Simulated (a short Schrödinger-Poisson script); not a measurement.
System: gated Al0.4Ga0.6As/GaAs modulation-doped gas, at 300 K.

| layer | material | thickness (nm) | Nd (cm⁻³) | Na (cm⁻³) |
|---|---|---|---|---|
| 1 | Al0.4Ga0.6As | 20 | - | - |
| 2 | Al0.4Ga0.6As | 20 | 9.7e17 | - |
| 3 | Al0.4Ga0.6As | 20 | - | - |
| 4 | GaAs | 6000 | - | 2e15 |

The device is made up for the run: typed textbook-type constants, with dimensions and the other settings drawn at random. Al0.4Ga0.6As: permittivity 11.76, conduction-band edge (eV) 0.316, gap (eV) 1.923, electron mass (mₑ) 0.1002, Nv at 300 K (cm⁻³) 9e18. GaAs: permittivity 12.9, conduction-band edge (eV) 0, gap (eV) 1.424, Nv at 300 K (cm⁻³) 9e18.

Channel valleys (confinement mass, in-plane density-of-states mass, number): Γ 0.067, 0.067, 1. At the gate the conduction-band edge of layer 1 lies 1.07 eV − eVg above the Fermi level of the channel; the field vanishes at the back. Donor level 0.02 eV below the band edge. The barrier under the gate holds no holes. Gaps are held at their typed values at every temperature. Mesh 0.08 nm at interfaces.

Solved with a short Schrödinger-Poisson script written for these runs: 1D Poisson equation in equilibrium, electrons quantum, Hartree (BenDaniel-Duke, 40 states a valley, the channel's in-plane mass for all, wave functions free to enter the barrier), parabolic valleys, classical holes, donors ionised by Fermi statistics, acceptors fully, no traps, pinning or gate leakage.

The same stack at other levels of the model or other numerical settings:

```
run                                                                  sheet density of all electrons at Vg = 0.5 V (cm⁻²)  sheet density of all electrons at Vg = 0 V (cm⁻²)  capacitance at Vg = 0.5 V (μF/cm²)  centroid of the channel electrons at Vg = 0.5 V (nm)  rough cost against the base
-------------------------------------------------------------------  ---------------------------------------------------  -------------------------------------------------  ----------------------------------  ----------------------------------------------------  ---------------------------
base                                                                                                             3.98e11                                            3.54e10                               0.271                                                  9.68                      about 1
electrons treated as classical, Boltzmann                                                                        4.35e11                                            3.99e10                               0.267                                                  6.96                         0.02
electrons treated as classical, Fermi-Dirac                                                                      4.25e11                                            3.97e10                               0.269                                                  7.70                          0.1
electrons treated as quantum, Hartree plus LDA exchange-correlation                                              4.10e11                                            3.73e10                               0.269                                                  9.31                            2
mesh six times as coarse                                                                                         3.98e11                                            3.55e10                               0.270                                                  9.73                          0.2
one subband a valley                                                                                             3.61e11                                            2.80e10                               0.269                                                  6.31                          0.3
```

The classical rows ignore confinement, and Boltzmann statistics overrate the density once the band edge passes the Fermi level.
